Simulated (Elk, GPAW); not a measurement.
A GPAW input for a self-consistent single point of Ni₃Fe (Pm-3m, 4 atoms in the cell) (DFT PBE, plane waves, GPAW PAW datasets PBE (gpaw-data 1.0.1)):

```python
from ase import Atoms
from ase.units import GPa
from gpaw import GPAW, PW, FermiDirac

atoms = Atoms(['Fe', 'Ni', 'Ni', 'Ni'],
              cell=[[3.550000, 0.000000, 0.000000],
                    [0.000000, 3.550000, 0.000000],
                    [0.000000, 0.000000, 3.550000]],
              scaled_positions=[[0.000000, 0.000000, 0.000000],
                                [0.000000, 0.500000, 0.500000],
                                [0.500000, 0.000000, 0.500000],
                                [0.500000, 0.500000, 0.000000]],
              pbc=True)

atoms.set_initial_magnetic_moments([3.0, 0.5, 0.5, 0.5])

calc = GPAW(spinpol=True,
            mode=PW(850),
            xc='PBE',
            kpts={'size': (8, 8, 8), 'gamma': True},
            occupations=FermiDirac(0.1),
            nbands=-8,
            convergence={'density': 1e-05, 'energy': 1e-05},
            symmetry={'symmorphic': False, 'tolerance': 0.0005},
            maxiter=120)

atoms.calc = calc

energy = atoms.get_potential_energy()
print('Energy (eV):', round(energy, 6))
forces = atoms.get_forces()
print('Forces (eV/Ang):')
print(forces.round(5))
stress = atoms.get_stress()
print('Stress (GPa, Voigt):', (stress / GPa).round(4))
```

Task: Write the same calculation as an input for Elk.

Result: One input that does it (others would too):

```
tasks
  0

xctype
  20

spinpol
  .true.

reducebf
  0.5

tforce
  .true.

rgkmax
  8.0

gmaxvr
  18.0

lmaxapw
  10

lmaxo
  8

nxlo
  2

lorbcnd
  .true.

lradstp
  2

nrmtscf
  2.0

rmtscf
  0.93

lmaxi
  4

nempty
  12

swidth
  0.00367493

maxscl
  100

avec
    6.7085277424    0.0000000000    0.0000000000
    0.0000000000    6.7085277424    0.0000000000
    0.0000000000    0.0000000000    6.7085277424

atoms
  2
  'Fe.in'
  1
  0.0000000000  0.0000000000  0.0000000000    0.0 0.0 -1.5
  'Ni.in'
  3
  0.0000000000  0.5000000000  0.5000000000    0.0 0.0 -0.25
  0.5000000000  0.0000000000  0.5000000000    0.0 0.0 -0.25
  0.5000000000  0.5000000000  0.0000000000    0.0 0.0 -0.25

ngridk
  8 8 8
```

Basis settings and potentials, where a program has them, do not carry over. This input uses DFT, PBE, all-electron FP-LAPW, Elk's shipped species files, APW+lo basis with extra local orbitals. Both were run: size of the net moment 1.22 μB/atom in GPAW and 1.21 in Elk.

On Elk: the starting cell has typed, rounded lattice constants, without a prior relaxation at this level. The magnetic order is the one reached from the typed start; others were not searched systematically. Values depend on the basis (sphere radii, cutoffs, local orbitals), which need not be converged.

On GPAW: the starting cell has typed, rounded lattice constants, without a prior relaxation at this level. The magnetic order is the one reached from the typed start; others were not searched systematically.
